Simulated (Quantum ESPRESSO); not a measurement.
**Quick settings and what they miss: Al2Cu (I4/mmm, 3 atoms in the cell)**

Self-consistent single point.

```yaml
crystal:
  lattice:
    - [2.02120, -2.02120, 2.83826]
    - [2.02120, 2.02120, 2.83826]
    - [-2.02120, -2.02120, 2.83826]
  atoms:
    - { symbol: Al, position: [0.50000, 0.25000, 0.75000] }
    - { symbol: Al, position: [0.50000, 0.75000, 0.25000] }
    - { symbol: Cu, position: [0.00000, 0.50000, 0.50000] }
```

Method: LDA (PZ), GBRV 1.5 ultrasoft (LDA) pseudopotentials (plane waves; Quantum ESPRESSO).

Base settings: ecutwfc = 50 Ry; ecutrho = 400 Ry; occupations = smearing; smearing = gaussian; degauss = 0.0073499 Ry; potentials = {Al: al_lda_v1.uspp.F.UPF, Cu: cu_lda_v1.2.uspp.F.UPF}; K_POINTS = automatic 11 11 11 0 0 0; conv_thr = 1e-10 Ry; mixing_beta = 0.3.

Tight run (finer mesh or higher cutoff; not a proven limit): ecutwfc: 50 Ry → 70 Ry; ecutrho: 400 Ry → 560 Ry; conv_thr: 1e-10 Ry → 7.3e-11 Ry; K_POINTS: automatic 11 11 11 0 0 0 → automatic 15 15 15 0 0 0. It gave Fermi level (on the code's own zero) 9.14 eV; pressure -1.98 GPa.

Quick runs, as changes from the base:
- A: the base itself
- B: ecutwfc: 50 Ry → 35 Ry; ecutrho: 400 Ry → 280 Ry; smearing: gaussian → fermi-dirac; degauss: 0.0073499 Ry → 0.036749 Ry; K_POINTS: automatic 11 11 11 0 0 0 → automatic 8 8 8 0 0 0
- C: ecutwfc: 50 Ry → 25 Ry; ecutrho: 400 Ry → 200 Ry; degauss: 0.0073499 Ry → 0.0147 Ry; K_POINTS: automatic 11 11 11 0 0 0 → automatic 2 2 2 0 0 0
- D: ecutwfc: 50 Ry → 40 Ry; ecutrho: 400 Ry → 320 Ry; smearing: gaussian → marzari-vanderbilt; degauss: 0.0073499 Ry → 0.036749 Ry; conv_thr: 1e-10 Ry → 7.3e-05 Ry; K_POINTS: automatic 11 11 11 0 0 0 → automatic 6 6 6 0 0 0
- E: ecutwfc: 50 Ry → 30 Ry; ecutrho: 400 Ry → 240 Ry; degauss: 0.0073499 Ry → 0.0099958 Ry; K_POINTS: automatic 11 11 11 0 0 0 → automatic 1 1 1 0 0 0
- F: ecutwfc: 50 Ry → 40 Ry; ecutrho: 400 Ry → 320 Ry; K_POINTS: automatic 11 11 11 0 0 0 → automatic 2 2 2 1 1 1

Energies are extrapolated to zero smearing width, which holds to low order in the width alone (under cold and Methfessel-Paxton smearing the free energy itself is taken).

Dashes: time of C, D, E, F, under 30 s; pressure of D, not trusted under this conv_thr with d or f elements.

The count of work is k-points × plane waves × bands × iterations; it is no time. Core times come from one kind of shared machine and are given to one figure; runs under 30 s give none.

The starting cell comes from a database of computed structures (which also holds hypothetical and non-ambient phases and stackings), without a prior relaxation at this level. Its lattice was rescaled by a random factor within 2.5 % of one. Spin polarisation is off.

```csv
run,energy less tight (meV/atom),pressure less tight (GPa),count of work / tight,core time / tight (rough)
A,7.4,-0.18,0.24,0.2
B,43.6,-2.44,0.079,0.07
C,3402.3,-166.88,0.0042,–
D,14.9,–,0.022,–
E,7619.8,11.75,0.0013,–
F,26.5,0.11,0.0053,–
```

Among the runs at the tight run's level, the energy misses run from 7.4 to 7619.8 meV/atom.
